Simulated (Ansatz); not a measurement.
## Ag, response to strain

Consider Ag in the fcc (Cu type) structure (space group Fm-3m, No. 225; a = 4.0538 Å; relaxed with 0.1 eV smearing).

Strains are applied to the cell and any free atomic positions relax.

All numbers come from PBEsol in Ansatz (plane waves to 420 eV, PAW, no SOC).

Notes on the quantities. energy relative to the base: free energy F.

```tsv
case	shortest interatomic distance	energy relative to the base	pressure
base	2.866 Å	0 meV/atom	0.0 GPa
isotropic strain −3.00 %	2.780 Å	+58 meV/atom	14.1 GPa
isotropic strain −2.00 %	2.809 Å	+24 meV/atom	8.6 GPa
isotropic strain −1.50 %	2.823 Å	+13 meV/atom	6.1 GPa
isotropic strain −1.00 %	2.838 Å	+5.8 meV/atom	3.9 GPa
isotropic strain +0.50 %	2.881 Å	+1.4 meV/atom	-1.7 GPa
isotropic strain +1.00 %	2.895 Å	+5.3 meV/atom	-3.3 GPa
isotropic strain +1.50 %	2.909 Å	+12 meV/atom	-4.7 GPa
isotropic strain +2.00 %	2.924 Å	+20 meV/atom	-6.0 GPa
isotropic strain +2.50 %	2.938 Å	(withheld)	(withheld)
```

Problem. Fill in the withheld entries from the trend.

Solution. 
- isotropic strain +2.50 %, energy relative to the base: +31 meV/atom
- isotropic strain +2.50 %, pressure: -7.1 GPa

Stability against distortions was not tested.

Ansatz is a first-principles code.
